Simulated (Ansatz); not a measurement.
For Au (model structure, started from the diamond type, Fd-3m, No. 227, 2 atoms in the cell), LDA (Ansatz, a first-principles code, PAW) gives:

```
Quantity                               Value
------------------------------  ------------
equilibrium lattice constant a       5.952 Å
bulk modulus B0                     80.5 GPa
cohesive energy                 3.33 eV/atom
```

**Question.** What does r²SCAN (Ansatz, plane waves, PAW) give for the same quantities?

**Answer.** 
- lattice constant a: 6.075 Å (goes up by 2.1 %)
- bulk modulus: 64.4 GPa (falls by 20 %)
- cohesive energy: 2.63 eV/atom (drops by 0.70 eV/atom)

Changes are worked out from the printed values.

Unless a cell is named, each level is at its own relaxed cell (LDA 26.36, r²SCAN 28.03 Å³/atom).

Levels without +SOC leave out spin–orbit coupling, which shifts energies and cells of such heavy elements.

Caveats: the bulk modulus is −V dP/dV from two relaxed cells at ±2 % in volume (LDA, r²SCAN). Ansatz's density-functional and Hartree–Fock values are scalar-relativistic unless marked +SOC, with PAW data made under PBE.

A model structure was made by putting elements into a prototype or built by hand; it is no filed structure, need not be a known phase, and can be a saddle point held by its symmetry.
